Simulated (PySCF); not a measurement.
PySCF 2.14.0, PBE/def2-svp, df: Zr(OEt)(SH)3 (CC[O][Zr]([SH])([SH])[SH]), 15 atoms. The geometry is a generated start, not checked to be a minimum at this level.

```json
{
  "task": "energy",
  "method": "pbe",
  "basis": "def2-svp",
  "two_electron_scheme": "density fitting",
  "mol.max_memory": "3000 MB",
  "mf.max_cycle": "100",
  "mf.init_guess": "minao (default)",
  "mf.DIIS": "CDIIS (default)",
  "mf.diis_space": "8 (default)",
  "mf.conv_tol": "1e-09 (default)",
  "mf.grids.level": "3 (default)",
  "effective_core_potentials": "those of the basis set, past Kr",
  "basis_functions": "167",
  "grid_points": "199816"
}
```

```xyz
15

Zr    -0.2260     1.3110     0.7200
O     -0.5251    -0.2636    -0.1746
C      0.5138    -0.9237    -0.8535
C     -0.0511    -1.9975    -1.7807
H      1.0896    -0.1785    -1.4507
H      1.1859    -1.3918    -0.1042
H     -0.6836    -1.5351    -2.5361
H      0.7561    -2.5378    -2.2676
H     -0.6515    -2.6950    -1.1993
S      2.1443     1.2193     1.3692
H      1.8551     0.8445     2.6229
S     -0.8330     3.3685    -0.4766
H     -1.4175     3.8788     0.6229
S     -1.4252     1.0936     2.8628
H     -1.7318    -0.1925     2.6455
```

Charge 0 and multiplicity 1 are set for this test and not shown to be the ground state.

One run each on 2 threads, 1 BLAS thread. Values of level_shift (Hartree) tried: 0 (default), 0.1, 0.3, 1.

Predict the course of the Fock builds along this series.

Fewest Fock builds: 0.1 with 16. The count rises to 57 at 1. All converge to one solution.

```csv
level_shift (Hartree),Fock builds,end
0 (default),18,same solution
0.1,16,same solution
0.3,19,same solution
1,57,same solution
```
